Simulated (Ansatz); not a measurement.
## TiAl: pressure 2.1 GPa

Take TiAl (space group P4/mmm, No. 123; a = 2.824 Å, c = 4.071 Å) as the base.

Modification: cell and atoms relaxed at a pressure of 2.1 GPa.

Calculations: PBE/PAW in Ansatz (a first-principles code), spin-orbit coupling left out, earlier PAW set. Γ-centred 16×16×12 mesh, Fermi–Dirac width 0.05 eV.

The volume per atom shrinks by 0.286 Å³, from 16.23 Å³ to 15.95 Å³ and the lattice parameter a drops by 0.016 Å (2.824 Å → 2.808 Å). The c/a ratio remains 1.441 and the shortest interatomic distance drops by 0.016 Å, from 2.824 Å to 2.808 Å. The enthalpy H = E + PV relative to the base's energy amounts to +0.21 eV/atom and the band gap is still zero.

Load acts through the strain it causes; cell and atoms are relaxed under it. No phonon test of stability was made. The final runs are not spin-polarised.
